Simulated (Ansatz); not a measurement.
We consider PtCl₂ (within 0.1 Å of Immm, No. 71, 6 atoms in the cell; start mp-1219748; a measured phase of this formula has another space group), described by PBEsol in Ansatz (PAW).

Settings: plane-wave cutoff 520 eV, 10×10×6 k mesh (along the axes of the cell as run), Fermi–Dirac smearing 0.01 eV, scalar-relativistic PAW data made under PBE.

Cell (relaxed with PBE-D3(BJ)):

```cif
data_Cl4Pt2
_chemical_formula_sum 'Pt2 Cl4'
_space_group_name_H-M_alt 'P 1'
_space_group_IT_number 1
_cell_length_a 6.09453
_cell_length_b 6.09453
_cell_length_c 7.23108
_cell_angle_alpha 107.386
_cell_angle_beta 107.386
_cell_angle_gamma 32.941
loop_
_space_group_symop_operation_xyz
  'x, y, z'
loop_
_atom_site_label
_atom_site_type_symbol
_atom_site_fract_x
_atom_site_fract_y
_atom_site_fract_z
_atom_site_occupancy
Pt1 Pt 0.49999 0.49999 0.75001 1
Pt2 Pt 0.50001 0.50001 0.24999 1
Cl1 Cl 0.13910 0.13910 0.81918 1
Cl2 Cl 0.86090 0.86090 0.18082 1
Cl3 Cl 0.13912 0.13912 0.31918 1
Cl4 Cl 0.86088 0.86088 0.68082 1
```

Estimate the band gap, smallest direct gap on the k points sampled and Γ–Γ gap that the calculation returns.


band gap: 0.56 eV
smallest direct gap on the k points sampled: 0.73 eV
Γ–Γ gap: 1.37 eV

Note: cell and atoms aren't relaxed at this level (pressure -1.9 GPa).

Spin–orbit coupling is not included.

The computed numbers hold no vibrational or temperature effects.

A start named mp-… is a Materials Project structure, which need not be a measured phase.

Ansatz is a first-principles code.
